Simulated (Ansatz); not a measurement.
The starting structures come from a database of crystals and need not be the phases stable at ambient conditions.

 Where the default PAW files enter, the runs use the earlier of Ansatz's two default sets.

Inside the gap of an insulator the Bloch states are evanescent, with a wavenumber k + iκ along the transport direction.

Input:

```xyz
8
Lattice="6.3344 0.0000 0.0000 2.1174 5.9700 0.0000 2.1085 -2.9850 3.6546" Properties=species:S:1:pos:R:3 pbc="T T T"
Si     7.3931     2.9850     1.8273
Si     3.1672     0.0000     1.8273
Si     4.2259     2.9850     0.0000
Ni     0.0000     0.0000     0.0000
P      5.2285     3.6932     1.8894
P      4.3134     0.7335     0.0000
P      7.3370     0.7082     1.7652
P      2.1332     3.8200     0.0000
```

Space group of this cell: I-42m. The cell is taken as given.

Transport runs along the normal of the first two printed cell vectors, the (110) plane of the conventional cell.

The gap is the functional's own. No spin-orbit coupling. Mid-gap values are interpolated on the energy grid.

Task: Estimate the band gap and the smallest decay constant κ at mid-gap that Ansatz (an electronic-structure program) with PBEsol returns for this system.

Result: Gap 0.26 eV on a 8×8×8 mesh; κ = 0.062 1/Å, at the zone centre.
